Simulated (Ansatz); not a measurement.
Given:

End structure of a constructed model of the (111)A surface of 3C silicon carbide, Si-terminated, (√3x√3)R30° Sb adatom at T4 (bottom of the slab: 3 H on 3 bottom sites):

```xyz
28
Lattice="4.6457 2.6822 0.0000 -4.6457 2.6822 0.0000 0.0000 0.0000 27.5000" Properties=species:S:1:pos:R:3 pbc="T T T"
C      0.0000     0.0000     9.2620
C     -1.5486     2.6822     9.2620
C      1.5486     2.6822     9.2620
Si    -1.5486     0.8941     9.8942
Si     1.5486     0.8941     9.8942
Si     0.0000     3.5763     9.8942
C     -1.5424     0.8905    11.7874
C      1.5424     0.8905    11.7874
C      0.0000     3.5834    11.7874
Si    -3.0838     1.7804    12.4200
Si     0.0000     1.8035    12.4200
Si     3.0838     1.7804    12.4200
C     -3.0759     1.7758    14.3168
C      0.0000     1.8127    14.3168
C      3.0759     1.7758    14.3168
Si     0.0000     0.0000    14.8453
Si    -1.5486     2.6822    14.9981
Si     1.5486     2.6822    14.9981
C      0.0000     0.0000    16.6453
C     -1.5486     2.6822    16.9764
C      1.5486     2.6822    16.9764
Si    -1.4502     0.8373    17.5104
Si     1.4502     0.8373    17.5104
Si     0.0000     3.6898    17.5104
H      0.0000     0.0000     8.1586
H     -1.5486     2.6822     8.1589
H      1.5486     2.6822     8.1589
Sb     0.0000     0.0000    19.6551
```

Model: 28-atom slab, 11.2 Å thick at the start with caps and adatoms (thin: gaps and levels are the slab's own), 6x6x1 mesh, Fermi-Dirac 0.025 eV, dipole correction, 6 atoms held, the rest relaxed; held to the start's symmetry, so lower structures may exist; no spin, no spin-orbit, no U. In PBE it is, or lies within 0.01 eV a 1x1 cell of, the lowest of the 2 structures of its composition computed so far; subsurface sites and larger cells were not tried.

Question: Estimate the gap of the slab on its k-mesh that PBE (Ansatz, an electronic-structure program) returns for this input.

Answer: 1.60 eV

Question: What is the computed highest filled level below the top vacuum level (PBE)?

Answer: 5.29 eV
